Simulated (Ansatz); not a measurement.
We consider TiPbO4 (model structure, started from the HfGeO4 type, I4₁/a, No. 88, 12 atoms in the cell), described by r²SCAN (Ansatz, a quantum-chemistry and plane-wave program, PAW).

Settings: plane-wave cutoff 560 eV, 10×10×10 k mesh, Fermi–Dirac smearing 0.01 eV, no spin polarisation, scalar-relativistic PAW data made under PBE.

Cell (relaxed with PBEsol):

PbTiO$_{4}$ is taken in the tetragonal space group I4₁/a, origin choice 1 (No. 88), Pearson symbol tI24. Lattice parameters: a = b = 5.0311 Å, c = 10.8984 Å, α = β = γ = 90.00°. Pb on 4b has 4 O at 2.188 Å and 4 O at 2.391 Å. Ti on 4a is coordinated by 4 O at 1.853 Å and 4 O at 2.686 Å. O on 16f is surrounded by 1 Ti at 1.853 Å and 1 Ti at 2.686 Å and 1 Pb at 2.188 Å and 1 Pb at 2.391 Å. (Neighbours: up to the widest gap in distance over summed covalent radii, below 1.35, at either atom; cation-cation and far metal-metal contacts left out.)
(The calculation used a cell of 12 atoms; values per cell refer to that cell.)

Q: Estimate the band gap and smallest direct gap on the k points sampled that the calculation returns.

A: 
- band gap = 1.76 eV
- smallest direct gap on the k points sampled = 1.86 eV

Note: the relaxation could raise the start's symmetry but not lower it, so the cell can be a saddle point; cell and atoms aren't relaxed at this level (largest force component 0.10 eV/Å, pressure 0.2 GPa).

Spin–orbit coupling is not included; with these elements it can move the gap by several tenths of an eV or more.

Computing time: roughly 2.3 core-minutes.

A model structure was made by putting elements into a prototype or built by hand; it is no filed structure, need not be a known phase, and can be a saddle point held by its symmetry.
